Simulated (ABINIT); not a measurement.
A self-consistent single point of RbMg6Cu (Amm2, 8 atoms in the cell) with ABINIT.

Computed with LDA (PW92), PAW (JTH v2.0 LDA PAW) (plane waves; ABINIT 10.0.3).

```
RbMg6Cu
1.0
    5.26295     0.00000     0.00000
    0.00000     3.26290     5.87026
    0.00000    -3.26290     5.87026
Rb Mg Cu
1 6 1
Direct
  0.50000   0.66741   0.66741
  0.50000   0.67244   0.16324
  0.50000   0.16324   0.67244
  0.00000   0.85620   0.30714
  0.00000   0.30714   0.85620
  0.00000   0.32646   0.32646
  0.00000   0.84616   0.84616
  0.50000   0.16094   0.16094
```

Reference input (self-consistent single point, DFT, PBEsol, plane waves, PAW (JTH v2.0 PBE PAW, files made for PBE)): pseudos = [Rb.GGA_PBE-JTH.xml, Mg.GGA_PBE-JTH.xml, Cu.GGA_PBE-JTH.xml]; ecut = 60 Ry; pawecutdg = 120 Ry; pawxcdev = 0; ixc = -116133; occopt = 3; tsmear = 0.00367493 Ha; ngkpt = 4 3 3; nshiftk = 1; shiftk = 0 0 0; potentials = JTH v2.0 PBE PAW; nband = 55. This run's input differs from it in these lines:

```diff
@@ -1,4 +1,4 @@
-# RbMg6Cu, JTH v2.0 PBE PAW
+# RbMg6Cu, JTH v2.0 LDA PAW
 pp_dirpath "./"
-pseudos "Rb.GGA_PBE-JTH.xml, Mg.GGA_PBE-JTH.xml, Cu.GGA_PBE-JTH.xml"
+pseudos "Rb.LDA_PW-JTH.xml, Mg.LDA_PW-JTH.xml, Cu.LDA_PW-JTH.xml"
 acell 3*1.0
@@ -24,3 +24,2 @@
 pawxcdev 0
-ixc -116133
 occopt 3
```

Its files differ too (potentials: JTH v2.0 PBE PAW → JTH v2.0 LDA PAW).

Output (repeated stretches shortened):

```
--- !BeginCycle
solver: {iscf: 17, nstep: 100, nline: 4, wfoptalg: 10, }
tolerances: {toldfe: 1.00E-09, }
...

     iter   Etot(hartree)      deltaE(h)  residm     nres2
 ETOT  1  -598.15466050374    -5.982E+02 3.429E+00 3.039E+01
 ETOT  2  -603.49881704256    -5.344E+00 5.153E-02 2.105E+01
 ETOT  3  -603.45301580345     4.580E-02 1.737E-02 7.111E+00
 ETOT  4  -603.45189205589     1.124E-03 1.324E-02 4.695E+00
 ETOT  5  -603.43820222518     1.369E-02 2.681E-03 6.854E-01
   [... 6 lines left out ...]
 ETOT 12  -603.43596461164     4.135E-08 2.900E-04 3.870E-06
 ETOT 13  -603.43596460628     5.365E-09 5.013E-05 5.758E-07
 ETOT 14  -603.43596460588     3.968E-10 1.628E-04 1.083E-07
 ETOT 15  -603.43596460582     6.480E-11 4.681E-05 3.019E-09
 At SCF step   15, etot is converged :
  for the second time, diff in etot=  6.480E-11 < toldfe=  1.000E-09

 Cartesian components of stress tensor (hartree/bohr^3)
  sigma(1 1)=  4.23122438E-05  sigma(3 2)=  0.00000000E+00
  sigma(2 2)=  9.53577340E-05  sigma(3 1)=  0.00000000E+00
  sigma(3 3)=  7.24815588E-05  sigma(2 1)=  0.00000000E+00

 ----iterations are completed or convergence reached----

 reduced coordinates (array xred) for    8 atoms
       0.500000000000      0.667410000000      0.667410000000
       0.500000000000      0.672440000000      0.163240000000
       0.500000000000      0.163240000000      0.672440000000
       0.000000000000      0.856200000000      0.307140000000
       0.000000000000      0.307140000000      0.856200000000
       0.000000000000      0.326460000000      0.326460000000
   [... lines left out ...]
 Fermi (or HOMO) energy (hartree) =   0.12352   Average Vxc (hartree)=  -0.31299
   [... lines left out ...]
'-kT*entropy'       : -4.35085957381448E-03
total_energy        : -6.03435957483745E+02
total_energy_eV     : -1.64203274740168E+04
...

-Cartesian components of stress tensor (GPa)         [Pressure= -2.0610E+00 GPa]
- sigma(1 1)=  1.24486898E+00  sigma(3 2)=  0.00000000E+00
- sigma(2 2)=  2.80552092E+00  sigma(3 1)=  0.00000000E+00
- sigma(3 3)=  2.13248073E+00  sigma(2 1)=  0.00000000E+00

 Calculation completed.
```

The run converged in 15 iterations. Against the reference run the pressure goes from -0.88 to -2.06 GPa and the largest force goes from 0.127 to 0.155 eV/Å.

The starting cell comes from a database of computed structures (which also holds hypothetical and non-ambient phases and stackings), without a prior relaxation at this level. Spin polarisation is off.

Cost on one core of a shared machine: roughly 4 min.
